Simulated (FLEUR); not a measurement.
Worked example: self-consistent single point of AlNi (Pm-3m, 2 atoms in the cell) in FLEUR.

Computed with PBE, all-electron FLAPW (FLEUR), scalar-relativistic valence.

The change in words: lattice scaled by 0.98. Reference geometry:
```xyz
2
Lattice="2.8214 0.0000 0.0000 0.0000 2.8214 0.0000 0.0000 0.0000 2.8214" Properties=species:S:1:pos:R:3 pbc="T T T"
Al     1.4107     1.4107     1.4107
Ni     0.0000     0.0000     0.0000
```

Reference input (self-consistent single point, DFT, PBE, all-electron FLAPW (FLEUR), scalar-relativistic valence): Kmax = 4 1/bohr; GmaxXC = 12 1/bohr; xcFunctional = pbe; jspins = 1; l_soc = F; mode = gauss; fermiSmearingEnergy = 0.00999582 Htr; mesh (inpgen div1-3) = 9 9 9; inpgen gamma flag = false; Gmax = 12 1/bohr; numbands = 0; maxIterBroyd = 40. This run's input differs from it in these lines:

```diff
@@ -3,5 +3,5 @@
 &input film=f /
-5.3316543908 0.0000000000 0.0000000000
-0.0000000000 5.3316543908 0.0000000000
-0.0000000000 0.0000000000 5.3316543908
+5.2250209250 0.0000000000 0.0000000000
+0.0000000000 5.2250209250 0.0000000000
+0.0000000000 0.0000000000 5.2250209250
 1.0
@@ -43,5 +43,5 @@
          <bravaisMatrix>
-            <row-1>    5.3316543907999998     0.0000000000000000     0.0000000000000000</row-1>
-            <row-2>    0.0000000000000000     5.3316543907999998     0.0000000000000000</row-2>
-            <row-3>    0.0000000000000000     0.0000000000000000     5.3316543907999998</row-3>
+            <row-1>    5.2250209249999999     0.0000000000000000     0.0000000000000000</row-1>
+            <row-2>    0.0000000000000000     5.2250209249999999     0.0000000000000000</row-2>
+            <row-3>    0.0000000000000000     0.0000000000000000     5.2250209249999999</row-3>
          </bravaisMatrix>
```

Log, with long lists cut:

```
 Iteration:     1   Distance:      12.80104849 me/bohr^3
 Iteration:     2   Distance:       9.16107937 me/bohr^3
 Iteration:     3   Distance:       6.19924343 me/bohr^3
 Iteration:     4   Distance:       2.97340267 me/bohr^3
 Iteration:     5   Distance:       5.10656741 me/bohr^3
   [... 6 lines left out ...]
 Iteration:    12   Distance:       0.00051264 me/bohr^3
 Iteration:    13   Distance:       0.00004273 me/bohr^3
 Iteration:    14   Distance:       0.00006489 me/bohr^3
 Iteration:    15   Distance:       0.00000032 me/bohr^3
 Run finished successfully
 Stop message:
   Structural relaxation: Done

[file out, last iteration]
             iter=     16
[...]
          total density-effective poten   -2.7865997763E+03
          total charge density-energy d   -8.2414271102E+01
 Updated energy parameters for spin:           1
[...]
 fermi energy and band-weighting factors:

[...]
FERMIE:
          first approx. to ef    (T=0)  :   0.421823 htr   (energy of the highest occ. eigenvalue)
          number of occ. states  (T=0)  :        330
          first approx. to seigv (T=0)  :  -7.887627 htr
          sum of weights of occ. states :   9.532236
          sum of semicore charge        :   0.000000 e
          fermi energy=   0.41873 har   work function= -11.39411 ev
          number of valence electrons=  19.00000
     band-weighting factor for spin=    1
   [... lines left out ...]
          total moment                 =     0.00000
 Direct bandgap for spin            1 :    4.1908221447614358E-002  Htr
 ---->    free energy=                     -1763.6923168601 htr
   [... lines left out ...]
      extrapolation for T->0
 ---->    total electron energy=           -1763.6923168601 htr
 ***** TOTAL FORCES ON ATOMS *****
 TOTAL FORCE FOR ATOM TYPE=  1  X=  2.613   Y=  2.613   Z=  2.613
                       FX_TOT= 0.000000 FY_TOT= 0.000000 FZ_TOT= 0.000000
 TOTAL FORCE FOR ATOM TYPE=  2  X=  0.000   Y=  0.000   Z=  0.000
                       FX_TOT= 0.000000 FY_TOT= 0.000000 FZ_TOT= 0.000000
 Structural relaxation: Done
```

The run converged in 15 iterations. FLEUR gives forces in its relaxation mode, with a further iteration, so its stop message speaks of a relaxation. Against the reference run the total energy goes up by 92.4 meV/atom.

The starting cell comes from a database of computed structures (which also holds hypothetical and non-ambient phases and stackings), without a prior relaxation at this level. Its lattice was rescaled by a random factor within 2.5 % of one. For this run, on top of that: lattice scaled by 0.98. Spin polarisation is off. Values depend on the basis (sphere radii, cutoffs, local orbitals), which need not be converged. The log's line on a gap gives a spacing of levels on this mesh, which the program prints for metals too.
